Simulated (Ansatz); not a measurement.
MgS (Immm), PBEsol with spin-orbit coupling, rigid bands (Ansatz, a program for electronic structure): Condition of this run: uniaxial stress along [110] of -1 GPa (compression positive) (the target of the relaxation). band gap 2.63 eV, N_c = 9.13e18 cm⁻³ and N_v = 4.28e19 cm⁻³ at 300 K, conductivity masses along x (a = (0.01, 2.60, 2.59) Å; b = (2.60, 0.01, 2.59) Å; c = (2.61, 2.61, 0.00) Å) of 0.333 mₑ (electrons) and 0.926 mₑ (holes). Take k_BT = 0.02585 eV.

### Question
Find the intrinsic carrier density and the intrinsic Fermi level.

### Answer
n_i = √(N_c N_v) exp(−E_g/2k_BT) = 1.98e19 × exp(−50.87) = 1.6e-3 cm⁻³. The level lies (k_BT/2) ln(N_v/N_c) = 20 meV from mid-gap (positive towards the conduction band). Each 0.1 eV added to the gap lowers n_i by a factor of 6.9.

### Question
A film of it is 8 nm thick, with its normal along the direction named. Estimate the confinement energies in an infinite well.

### Answer
ħ²π²/(2m t²) = 0.376 eV·nm²/(m/mₑ × t²) gives 17.6 meV for electrons and 6.34 meV for holes, so the gap would widen to about 2.65 eV. Finite barriers and nonparabolic bands lower this, and with several valleys or bands the heaviest mass along the normal sets the lowest level, not this average.

### Question
What thermal injection velocity √(2k_BT/πm) limits a ballistic channel along the direction named?

### Answer
9.32e6 cm/s for electrons and 5.59e6 cm/s for holes, a ratio of √(m_h/m_e) = 1.67, for dilute carriers.

Rigid, parabolic bands with the computed gap; masses take one relaxation time for all states.
